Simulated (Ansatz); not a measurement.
## LaRuSi (P4/nmm): resistivity and electron-phonon coupling

Here is the system:

```xyz
6
Lattice="4.2089 0.0000 0.0000 0.0000 4.2089 0.0000 0.0000 0.0000 7.0305" Properties=species:S:1:pos:R:3 pbc="T T T"
La     0.0000     2.1044     2.2404
La     2.1044     0.0000     4.7900
Si     0.0000     2.1044     5.8475
Si     2.1044     0.0000     1.1830
Ru     0.0000     0.0000     0.0000
Ru     2.1044     2.1044     0.0000
```

These are PBEsol, DFPT electron-phonon coupling, linearised Boltzmann equation (plane waves, PAW, scalar-relativistic; Ansatz, a first-principles code) values and carry that method's errors. Cell: relaxed with this functional, without spin-orbit coupling.

| Quantity | Result |
|---|---|
| resistivity at 300 K | 50 (x), 50 (y), 35 (z) μΩ·cm |
| electron mean free path at 300 K (weighted by the current that each state carries) | 3.7 nm |
| electron-phonon coupling λ | 0.44 |
| transport coupling λ_tr | 0.49 |
| logarithmic mean phonon energy | 12.3 meV |
| Drude plasma energy | 3.3 (x), 3.3 (y), 4.0 (z) eV |

A metal at this level (no band gap). Only scattering by harmonic phonons is included (no impurities, grain boundaries, electron-electron scattering or thermal expansion). Spin-orbit coupling is left out. The self-energy correction of the phonons between q points moved λ by about 2 %. The run warned that the eigensolver left some states short of its tolerance. Halving the electron mesh (20x20x12) moves the resistivity by up to 2 % at 300 K, the mean free path by up to 2 %, the coupling by up to 5 %. Smearing 0.20 eV; phonons on a 3x3x2 q mesh, which this run doesn't test and which matters most at low temperature.

Formula and space group known from diffraction (Crystallography Open Database), not checked to be the room-temperature form: LaRuSi (P4/nmm).
